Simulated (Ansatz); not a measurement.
Defect: S-vacancy pair (S on one host P site, one P site vacant) in zinc-blende InP, neutral cell. The step: a nearby P atom hops onto the vacant site (S-vacancy distance between ideal sites 4.21 Å throughout); the atom moves 3.95 Å along (-0.47, 0.47, -0.02) of the unit cell; the moving atom starts with neighbours In at 2.57, In at 2.58, In at 2.59, In at 2.61 Å and ends with In at 2.57, In at 2.59, In at 2.66, In at 2.78 Å. A PBE band in Ansatz (plane-wave PAW, one k-point at (0.250, 0.250, 0.250), 64 host sites, 104 SCF runs with any check of the saddle's order, static, no finite-size correction) gives a forward barrier of 1.62 eV. The program found a first-order saddle point. The charge state is imposed; whether it is stable for some Fermi level was not computed. Forms of the defect that were not tried may lie lower. On the k-point mesh the defect's levels are only partly filled at one site or more.

Single points at the band's start and saddle point can refine it. Rough cost of one point, in units of the band's mean SCF on the same machine:

```json
[
 {"Level": "PBE, a 2×2×2 k-point mesh shifted by half a step", "Cost of one point": "about 3"},
 {"Level": "r2SCAN at 500 eV, one k-point at (0.250, 0.250, 0.250)", "Cost of one point": "about 2"}
]
```

Task: Which of these move the barrier by more than 0.1 eV, and how far does each move it?

Result: PBE, a 2×2×2 k-point mesh shifted by half a step: -0.14 eV; r2SCAN at 500 eV, one k-point at (0.250, 0.250, 0.250): +0.14 eV. Each functional is compared with PBE at the same k-points.

Ansatz is an electronic-structure program.
